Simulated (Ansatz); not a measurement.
Crystal: WSe2 (P6_3/mmc, 6 atoms a cell, 19.8 Å³ an atom, 2 GPa at this level); both levels run on this one cell.

Complex bands along the normal of (001) by Ansatz (plane waves, PAW, no spin-orbit coupling). r2SCAN gives a gap of 1.01 eV and a slowest mid-gap decay of 0.198 1/Å.

Task: What does PBE give on the same cell, and what does that do to the current through 2 nm?

Result: Gap 0.89 eV, κ = 0.186 1/Å. The mid-gap transmission through 2 nm changes by exp(2 × 20 × (0.198 − 0.186)) = a factor of 1.6 against r2SCAN.

Ansatz is a program for electronic structure.
